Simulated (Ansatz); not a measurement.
What uniaxial strain ε_zz = +1.80 % does to TiO2

The parent structure is TiO2 in the rutile structure (space group P4_2/mnm, No. 136; a = 4.643 Å, c = 2.964 Å). Axes: x, y, z lie along a, b, c of the conventional cell.

The change: uniaxial strain ε_zz = +1.80 %, all other strain components held at zero, atoms relaxed at fixed cell.

Calculations: DFT with PBE, PAW potentials and a 420 eV plane-wave cutoff in Ansatz (a first-principles code), spin-orbit coupling left out. Γ-centred 7×7×11 mesh, Fermi–Dirac width 0.05 eV.

The volume per atom grows by 0.19 Å³ (10.65 Å³ → 10.84 Å³) and the space group stays P4_2/mnm (No. 136). The shortest interatomic distance grows by 0.018 Å to 1.976 Å and the energy grows by 4.9 meV/atom. The pressure (mean of the normal stresses, compression positive) goes from zero to -4.40 GPa and the band gap falls by 0.05 eV to 1.81 eV. The gap character stays direct at Γ and the width of the top valence band is nearly the same (1.56 eV against 1.55 eV). The electron mass goes from 0.58 mₑ along c, 1.2 mₑ across (at Γ) to 0.61 mₑ along z, 1.2 mₑ across (at Γ) and the valence-band top at Γ (three highest levels, from the VBM) stays 0.00, -0.43, -0.43 eV. The stress (xx, yy, zz, yz, xz, xy; compression positive) comes out as (-2.58, -2.58, -8.04, 0.00, 0.00, 0.00) GPa.

Final structure:

```yaml
crystal:
  lattice:
    - [4.64344, 0.00000, 0.00000]
    - [0.00000, 4.64344, 0.00000]
    - [0.00000, 0.00000, 3.01715]
  atoms:
    - { symbol: Ti, position: [0.00000, 0.00000, 0.00000] }
    - { symbol: Ti, position: [0.50000, 0.50000, 0.50000] }
    - { symbol: O, position: [0.30576, 0.30576, 0.00000] }
    - { symbol: O, position: [0.80576, 0.19424, 0.50000] }
    - { symbol: O, position: [0.19424, 0.80576, 0.50000] }
    - { symbol: O, position: [0.69424, 0.69424, 0.00000] }
```

Cost of the whole job for the changed cell (relaxation, final SCF and bands): around 27 core-seconds (rough).

Masses are band curvatures over ±0.01 Å⁻¹ around the edge. Stability against distortions was not tested. All final runs are without spin polarisation.
